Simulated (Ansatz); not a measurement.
# A computed series for ZrO2: response to strain

Start from ZrO$_{2}$ (space group Pca2_1, No. 29; a = 5.2566 Å, b = 5.0501 Å, c = 5.0704 Å). Axes: x, y, z lie along a, b, c of the conventional cell.

Strains are applied to the cell and any free atomic positions relax; under biaxial strain the out-of-plane vector relaxes too; under stress the whole cell relaxes.

Computed with PBEsol, PAW, 420 eV (Ansatz, a program for electronic structure; spin-orbit coupling left out).

Candidates:
(a) isotropic strain −2.96 %
(b) biaxial strain +2.07 %, plane normal [001], relaxed out of plane
(c) uniaxial stress, 3 GPa compression along x

Notes on the quantities. energy relative to the base: free energy F.

Task: Order them by energy relative to the base, highest first.

Result: (a) isotropic strain −2.96 % (+62 meV/atom), (b) biaxial strain +2.07 %, plane normal [001], relaxed out of plane (+12 meV/atom), (c) uniaxial stress, 3 GPa compression along x (+1.0 meV/atom)

Stability under load was not tested beyond the relaxation. This is not the structure that ZrO2 has at room temperature and ambient pressure.
